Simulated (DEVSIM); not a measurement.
Device: Si n-i-p diode, at 300 K.

```csv
layer (left to right),material,thickness (μm),Nd (cm⁻³),Na (cm⁻³),τn (s),τp (s)
1,Si,0.380,2.9e17,-,1.4e-6,1.4e-6
2,Si,5.30,-,1.1e12,1.4e-6,1.4e-6
3,Si,2.40,-,1.4e19,1.4e-6,1.4e-6
```

Left contact: ohmic. Right contact: ohmic. Voltage is applied to the left contact. Recombination: SRH at mid-gap, radiative. Mobility is constant in doping.

The device is made up for the run: typed textbook-type constants, with dimensions and the other settings drawn at random. Values at 300 K.

| parameter | Si |
|---|---|
| gap (eV) | 1.124 |
| affinity (eV) | 4.05 |
| permittivity | 11.7 |
| Nc (cm⁻³) | 2.86e19 |
| Nv (cm⁻³) | 3.1e19 |
| μn (cm²/Vs) | 1417 |
| μp (cm²/Vs) | 470 |
| B (cm³/s) | 4.7e-15 |

Model (solved in DEVSIM): 1D drift-diffusion, Boltzmann statistics, complete ionisation; no tunnelling, impact ionisation, image-force lowering or self-heating.

The thickness of layer 2 was swept, all else fixed.

| thickness of layer 2 (μm) | dark forward voltage at 100 A/cm² (V) |
|---|---|
| 1.1 | 0.761 |
| 1.9 | 0.765 |
| 3.2 | 0.770 |
| 5.3 | 0.778 |
| 9 | 0.789 |
| 16 | 0.804 |
| 26 | 0.819 |

From the first row to the last the dark forward voltage at 100 A/cm² goes from 0.761 to 0.819.
